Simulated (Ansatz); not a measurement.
The parent structure is PbTe in the rock salt structure (space group Fm-3m, No. 225; a = 6.5695 Å).

Structures relaxed with Kohn–Sham DFT with the PBE functional, run in Ansatz (a program for electronic structure) with PAW and 420 eV plane waves, without spin-orbit coupling.

Base:

Simulated powder pattern, Cu Kα1, λ = 1.54056 Å (kinematic, ideal powder, no thermal factors, no anomalous dispersion; the 14 strongest lines at most, above 2 %, up to 2θ = 90°):

| 2θ (°) | I/Imax (%) | hkl |
|---|---|---|
| 23.43 | 11 | (111) |
| 27.12 | 100 | (200) |
| 38.74 | 79 | (220) |
| 45.77 | 6.5 | (311) |
| 47.93 | 29 | (222) |
| 55.94 | 14 | (400) |
| 61.47 | 2.9 | (331) |
| 63.25 | 38 | (420) |
| 70.12 | 28 | (422) |
| 75.07 | 2.3 | (511) |
| 83.10 | 9.1 | (440) |
| 87.84 | 2.5 | (531) |
| 89.42 | 20 | (600) |

It is then changed as follows: the cell is scaled by 0.9950 in all directions; the atoms relax in the strained cell.

After the change:

Simulated powder pattern, Cu Kα1, λ = 1.54056 Å (kinematic, ideal powder, no thermal factors, no anomalous dispersion; the 14 strongest lines at most, above 2 %, up to 2θ = 90°):

```tsv
2θ (°)	d (Å)	I/Imax (%)	hkl
23.55	3.774	11	(111)
27.26	3.268	100	(200)
38.94	2.311	79	(220)
46.01	1.971	6.5	(311)
48.19	1.887	29	(222)
56.25	1.634	14	(400)
61.82	1.500	2.9	(331)
63.61	1.462	38	(420)
70.52	1.334	28	(422)
75.51	1.258	2.3	(511)
83.61	1.156	9.1	(440)
88.40	1.105	2.5	(531)
89.99	1.089	20	(442)
```

The indices refer to the base's conventional cell; one index is shown for lines that coincide.

Stability against distortions was not tested.
